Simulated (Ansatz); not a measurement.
**A computed series for WSe2: response to strain**

Base system: WSe2 in the 2H-MoS2 type structure (space group P6_3/mmc, No. 194; a = 3.279 Å, c = 12.786 Å; layered, stacked along the Cartesian z axis).

Strains are applied to the cell and any free atomic positions relax.

Calculations: PBE-D3(BJ) (Ansatz, an electronic-structure program), no spin-orbit coupling, earlier PAW set.

Notes on the quantities. pressure: mean of the normal stresses, compression positive.

| isotropic strain (%) | pressure (GPa) |
|---|---|
| -3.33 | 8.7 |
| -0.7 | 1.5 |
| 0 | 0.0 |
| 2.61 | ? |
| 5.52 | -7.5 |

**Question.** Fit P = P₀ − Bδ + Cδ² with δ = (1 + ε)³ − 1 to the rows shown and predict the withheld row.

**Answer.** Least squares on the printed values gives P₀ = -0.1 GPa, B = 73.4 GPa (at held cell shape), C = 176 GPa (largest residual 0.1 GPa); this predicts -4.8 GPa, and the run gives -4.3 GPa, 0.5 higher.

Stability against distortions was not tested.
